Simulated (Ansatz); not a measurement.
A computed series for LiMnO2: pressure series

The parent structure is LiMnO$_{2}$ (space group C2/m, No. 12; a = 5.4527 Å, b = 2.7921 Å, c = 5.3727 Å, α = γ = 90.00°, β = 116.42°; ferromagnetic; a cell from a computed database, its experimental status unchecked).

Cell and atoms are relaxed at each pressure.

Computed with Ansatz (a first-principles code) PBEsol, no SOC.

Notes on the quantities. enthalpy: H = E + PV relative to the base's energy.

```json
[
 {"variant": "base", "band gap": "0.22 eV", "enthalpy": "–", "density": "4.26 g/cm³"},
 {"variant": "pressure −2 GPa", "band gap": "0.36 eV", "enthalpy": "-0.12 eV/atom", "density": "4.16 g/cm³"},
 {"variant": "pressure −1 GPa", "band gap": "0.28 eV", "enthalpy": "-0.06 eV/atom", "density": "4.21 g/cm³"},
 {"variant": "pressure 0.3 GPa", "band gap": "0.20 eV", "enthalpy": "+0.02 eV/atom", "density": "4.27 g/cm³"},
 {"variant": "pressure 0.7 GPa", "band gap": "0.17 eV", "enthalpy": "+0.04 eV/atom", "density": "4.29 g/cm³"},
 {"variant": "pressure 1.5 GPa", "band gap": "0.12 eV", "enthalpy": "+0.09 eV/atom", "density": "4.32 g/cm³"},
 {"variant": "pressure 3 GPa", "band gap": "zero", "enthalpy": "+0.17 eV/atom", "density": "4.38 g/cm³"},
 {"variant": "pressure 5 GPa", "band gap": "zero", "enthalpy": "+0.28 eV/atom", "density": "4.46 g/cm³"},
 {"variant": "pressure 7.5 GPa", "band gap": "zero", "enthalpy": "+0.41 eV/atom", "density": "4.55 g/cm³"},
 {"variant": "pressure 10 GPa", "band gap": "zero", "enthalpy": "+0.55 eV/atom", "density": "4.64 g/cm³"}
]
```

A case with no gap was solved on a k-mesh chosen for an insulator, which is coarse for it. Load acts through the strain it causes; cell and atoms are relaxed under it. Stability against distortions was not tested. Competing high-pressure phases were not computed. No Hubbard U is applied and the magnetic state is the run's own (LiMnO2 ferromagnetic); other magnetic orders, which need larger cells, were not tried and can change the gap. A gap here joins edges of opposite spin (a spin-flip gap). Gaps under 0.05 eV, about the width of the smearing, are given as zero. The zero or small gap of LiMnO2 can change with the level of theory.
